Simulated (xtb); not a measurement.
xtb 6.7.1, GFN2-xTB: Mo(O)(NH)(F)(NMe2) (C[N](C)[Mo](=[NH])(=[O])[F]), 14 atoms. The geometry is a generated start, not checked to be a minimum at this level.

```
Property                                                                                                        Value
------------------------  -------------------------------------------------------------------------------------------
method                                                                                                       GFN2-xTB
--acc                                                                                                     1 (default)
--etemp (K)                                                                                             300 (default)
detailed input (--input)  none: ANC optimiser, Lindh (1995) Hessian, microcycle=20, maxdispl=1.0, hlow=0.01 (default)
basis functions                                                                                                    41
valence electrons                                                                                                  44
```

```xyz
14

Mo     0.1634     1.1225    -1.1598
O      1.2949     2.1975    -0.6409
N      0.6345     0.1200    -2.4916
H      1.1159    -0.2841    -3.2872
F     -1.4737     1.9001    -1.4836
N     -0.1812    -0.0571     0.2811
C     -0.0667     0.4379     1.6443
C     -0.3179    -1.5033     0.2839
H     -0.9863     0.2345     2.2058
H      0.7703    -0.0522     2.1627
H      0.1041     1.5183     1.6285
H      0.5689    -1.9706     0.7359
H     -1.1976    -1.8057     0.8634
H     -0.4287    -1.8579    -0.7423
```

Charge 0 and multiplicity 1 are set for this test and not shown to be the ground state.

The structure is relaxed from this start with --opt LEVEL for the levels crude, sloppy, loose, lax, normal, tight, vtight, extreme, once each. Up to the end of the extreme run atoms move by at most 0.077 Å along an axis.

Task: Which level is enough to come within 1 meV of the tightest end point?

Result: normal: 7 cycles against 16, ending 0.11 meV above.

```tsv
level	cycles	energy above the extreme run (meV)	gradient norm (eV/Å)
crude	1	1.4	0.099
sloppy	1	1.4	0.099
loose	1	1.4	0.099
lax	1	1.4	0.099
normal	7	0.11	0.021
tight	9	0.062	0.0079
vtight	15	under 0.01	0.0021
extreme	16	—	0.00080
```
